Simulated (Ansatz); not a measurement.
# Mo: energy against strain

Mo (bcc, Im-3m, 15.642 Å³/atom and stress up to 0.01 GPa in the relaxed cell) under an equal strain ε in the (001) plane with the normal axis free, as in a coherent film. r2SCAN in Ansatz, a plane-wave DFT program (PAW, default set), 500 eV, 29×29×29 Γ-centred mesh, Fermi-Dirac smearing 0.10 eV.

Here s stands for strain and y for E less E0.

```csv
strain (%),E less E0 (meV/atom)
-1.50,12.30
-1.00,5.39
-0.50,1.31
0.00,0.00
0.50,1.36
1.00,5.30
1.50,11.74
3.00,?
```

The 7 complete rows are fitted with a parabola, y against s. Least squares gives y = 0.000 - 0.1293·s + 5.3424·s². Residuals (row less fit): 0.086, -0.082, -0.090, 0.000, 0.089, 0.087, -0.086; standard error 0.106 (degrees of freedom: 4). The quadratic coefficient over the volume, 5.3424 meV × 10⁴ × 0.1602 / 15.642 Å³, is the biaxial elastic modulus of this plane = about 550 GPa.

**Question.** Predict the withheld y at s = 3.00 from the fit, and compare with the calculation.

**Answer.** y = 0.000 - 0.1293 × 3.0 + 5.3424 × 3.0² = 47.694 meV/atom. The calculation gives 45.18 meV/atom, 2.514 meV/atom below the prediction (5.6 % of the range of y in the table). The row lies outside the fitted rows, so this is an extrapolation. From the scatter of the fitted rows alone, a prediction at this place has a standard error of 0.406 meV/atom, so the miss is 6.2 times that.

A polynomial of degree 3 through the 12 other runs of the series gives 45.27 there, so most of the miss is curvature that the fit leaves out. In a metal these values are sensitive to mesh and smearing; energies are taken to zero smearing, stresses follow the free energy. Rows are the converged runs of the series near zero and its far end; series whose fitted rows scatter by over a few per cent of the range, as at a crossing or softening among them, aren't shown in this form, nor equations of state whose B0' disagrees with the runs' pressures. Most that stay on the fit to the last digits aren't either.
